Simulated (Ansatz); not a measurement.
## Rh: response to strain

Take Rh in the fcc (Cu type) structure (space group Fm-3m, No. 225; a = 3.800 Å) as the base. Axes: x, y, z lie along the cube axes.

Strains are applied to the cell and any free atomic positions relax; under biaxial strain the out-of-plane vector relaxes too.

Calculations: Ansatz (a quantum-chemistry and plane-wave program) r2SCAN, spin-orbit coupling left out.

Candidates:
(a) biaxial strain −2.52 %, plane normal [001], relaxed out of plane
(b) biaxial strain −2.33 %, plane normal [001], relaxed out of plane
(c) biaxial strain +1.14 %, plane normal [001], relaxed out of plane
(d) biaxial strain −0.38 %, plane normal [111], relaxed out of plane
(e) uniaxial strain ε_yy = −3.77 %

Notes on the quantities. energy relative to the base: free energy F.

Problem. Order them by energy relative to the base, lowest first.

Solution. (d) biaxial strain −0.38 %, plane normal [111], relaxed out of plane (+0.8 meV/atom), (c) biaxial strain +1.14 %, plane normal [001], relaxed out of plane (+5.1 meV/atom), (b) biaxial strain −2.33 %, plane normal [001], relaxed out of plane (+24 meV/atom), (a) biaxial strain −2.52 %, plane normal [001], relaxed out of plane (+28 meV/atom), (e) uniaxial strain ε_yy = −3.77 % (+30 meV/atom)

Without a gap, meshes like the base's 21×21×21 leave anisotropic stresses uncertain by several tenths of a GPa, and small strain energies with them. No phonon test of stability was made. All final runs are without spin polarisation.
